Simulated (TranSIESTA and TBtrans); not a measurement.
Device: Au chain with one C atom inserted. Leads: straight Au chain, spacing 2.55 Å. Geometry: 3 atoms about the centre moved by SIESTA (PBE, DZP) to a largest force of 0.03 eV/Å, all others as built, motion along the axis alone. Transport runs along z; the first 6 and the last 6 of the 19 atoms are the lead cells, repeated to infinity.

```xyz
19
Lattice="9.000 0.000 0.000 0.000 9.000 0.000 0.000 0.000 47.200" Properties=species:S:1:pos:R:3 pbc="F F T"
Au     4.500     4.500     0.000
Au     4.500     4.500     2.550
Au     4.500     4.500     5.100
Au     4.500     4.500     7.650
Au     4.500     4.500    10.200
Au     4.500     4.500    12.750
Au     4.500     4.500    15.300
Au     4.500     4.500    17.850
Au     4.500     4.500    20.445
C      4.500     4.500    22.323
Au     4.500     4.500    24.202
Au     4.500     4.500    26.800
Au     4.500     4.500    29.350
Au     4.500     4.500    31.900
Au     4.500     4.500    34.450
Au     4.500     4.500    37.000
Au     4.500     4.500    39.550
Au     4.500     4.500    42.100
Au     4.500     4.500    44.650
```

Run with TranSIESTA and TBtrans (open boundaries, self-consistent; PseudoDojo norm-conserving potentials, scalar-relativistic): PAO.BasisSize DZP, PAO.EnergyShift 0.15 eV, XC.Authors PBE, Mesh.Cutoff 200 Ry, ElectronicTemperature 300 K, TS.Voltage 0.0 eV, TBT.Elecs.Eta 0.001 eV, no spin polarisation.

Energies count from the leads' Fermi level. Transmissions are for one spin of a degenerate pair. The energy step is 0.01 eV; narrower resonances are cut or missed.

```tsv
E (eV)	T
-0.20	0.809
-0.15	0.787
-0.10	0.760
-0.05	0.729
0.00	0.691
0.05	0.676
0.10	0.662
0.15	0.647
0.20	0.633
```

Q: Give the zero-bias conductance in μS and the resistance at 300 K.

A: At the Fermi level T = 0.691. Averaged with −∂f/∂E over the full grid (kT = 25.9 meV) it is 0.699. With G0 = 2e²/h = 77.48 μS, G = 54.2 μS and R = 1/G = 18.5 kΩ.

Q: Estimate the thermopower by Mott's formula S = −(π²/3)(kB²T/e) d ln T/dE from the rows at -0.05 and 0.05 eV.

A: d ln T/dE = -0.755 eV⁻¹ and (π²/3) kB²T/e = 7.33 μV/K · eV, so S = 5.5 μV/K; the full integral gives 5.3 μV/K. A positive sign means that T falls with energy over the thermal window.

Q: The eigenchannels at the Fermi level transmit 0.691. What Fano factor of the shot noise follows at low temperature and bias?

A: F = Σ τ(1 − τ)/Σ τ = 0.214/0.691 = 0.31.

The leads' channel count changes near -0.01 eV, within the thermal window, so values at the Fermi level hang on where that band edge falls. The straight chain is held at its spacing; free chains may zigzag or dimerise. No spin-polarised start was tried, so a magnetic state, if there is one, is missed. Spin-orbit coupling, left out here, matters for the heavy atoms.
